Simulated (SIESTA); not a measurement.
A self-consistent single point of ZnPt (P4/mmm, 2 atoms in the cell) with SIESTA.

Method: LDA PW92, numerical atomic orbitals TZP, PseudoDojo LDA standard norm-conserving potentials (rewritten from UPF to PSML) in SIESTA 5.4.2.

```yaml
crystal:
  lattice:
    - [2.86400, 0.00000, 0.00000]
    - [0.00000, 2.86400, 0.00000]
    - [0.00000, 0.00000, 3.51000]
  atoms:
    - { symbol: Pt, position: [0.00000, 0.00000, 0.00000] }
    - { symbol: Zn, position: [0.50000, 0.50000, 0.50000] }
```

Reference input (self-consistent single point, DFT, LDA PW92, numerical atomic orbitals TZP, PseudoDojo LDA standard norm-conserving potentials (rewritten from UPF to PSML)): XC.functional = LDA; XC.authors = PW92; potentials = PseudoDojo LDA standard; PAO.BasisSize = TZP; PAO.EnergyShift = 0.005 Ry; MeshCutoff = 300 Ry; kgrid.MonkhorstPack = 8 8 6; OccupationFunction = MP; OccupationMPOrder = 0; ElectronicTemperature = 200 meV; MaxSCFIterations = 150; SCF.Mixer.Method = Pulay. This run's input differs from it in these lines:

```diff
@@ -28,5 +28,5 @@
 %block kgrid.MonkhorstPack
-    8   0   0  0.0
-    0   8   0  0.0
-    0   0   6  0.0
+    9   0   0  0.0
+    0   9   0  0.0
+    0   0   8  0.0
 %endblock kgrid.MonkhorstPack
@@ -34,3 +34,3 @@
 OccupationMPOrder            0
-ElectronicTemperature        200.0 meV
+ElectronicTemperature        100.0 meV
```

The program printed (abridged):

```
        iscf     Eharris(eV)        E_KS(eV)     FreeEng(eV)     dDmax    Ef(eV) dHmax(eV)
   scf:    1    -9211.842844    -9230.184474    -9230.187923  2.382512 -0.540263 26.096202
   scf:    2    -9244.605573    -9239.242734    -9239.246635  0.739207 -1.120798  8.250702
   scf:    3    -9241.258965    -9240.396461    -9240.398522  0.277167 -1.595108  3.545364
   scf:    4    -9240.688294    -9240.586151    -9240.588058  0.147915 -1.832313  0.562672
   scf:    5    -9240.585878    -9240.589831    -9240.591729  0.051954 -1.863133  0.446127
   [... 3 lines left out ...]
   scf:    9    -9240.593088    -9240.593098    -9240.594984  0.001312 -1.876710  0.011310
   scf:   10    -9240.593101    -9240.593100    -9240.594987  0.000550 -1.876327  0.000694
   scf:   11    -9240.593100    -9240.593100    -9240.594987  0.000025 -1.876317  0.000090
   scf:   12    -9240.593100    -9240.593100    -9240.594987  0.000005 -1.876318  0.000110
SCF Convergence by DM+H criterion
max |DM_out - DM_in|         :     0.0000046370
max |H_out - H_in|      (eV) :     0.0001102640
SCF cycle converged after 12 iterations

Using DM_out to compute the final energy and forces

siesta: E_KS(eV) =            -9240.5931

siesta: E_KS - E_eggbox =     -9240.5931

siesta: Atomic forces (eV/Ang):
     1   -0.000000   -0.000000   -0.000000
     2    0.000000    0.000000    0.000000
   Tot    0.000000   -0.000000   -0.000000
   Max    0.000000
   Res    0.000000    sqrt( Sum f_i^2 / 3N )
   Max    0.000000    constrained

Stress tensor Voigt[x,y,z,yz,xz,xy] (kbar):      118.93      118.93      115.27       -0.00       -0.00       -0.00
(Free)E + p*V (eV/cell)    -9242.7103
Target enthalpy (eV/cell)    -9240.5950

siesta: Program's energy decomposition (eV):
siesta: FreeEng =     -9240.594987

   [... lines left out ...]
siesta:     0.074232   -0.000000   -0.000000
siesta:    -0.000000    0.074232    0.000000
siesta:    -0.000000   -0.000000    0.071947

siesta: Cell volume =         28.790761 Ang**3

siesta: Pressure (static):
siesta:                Solid            Molecule  Units
siesta:          -0.00080020         -0.00080020  Ry/Bohr**3
siesta:          -0.07347053         -0.07347053  eV/Ang**3
siesta:        -117.71277391       -117.71277391  kBar
```

The run converged in 12 iterations. Against the reference run the free energy rises by 5.8 meV/atom and the pressure goes from -11.88 to -11.77 GPa.

The starting cell comes from a database of published, mostly measured structures (it also holds non-ambient and calculated ones), without a prior relaxation at this level. Spin polarisation is off. Values carry the incompleteness of an atom-centred basis. With a pressure of about -12 GPa the cell is away from its equilibrium volume at this level.

Cost on one core of a shared machine: roughly 50 s.
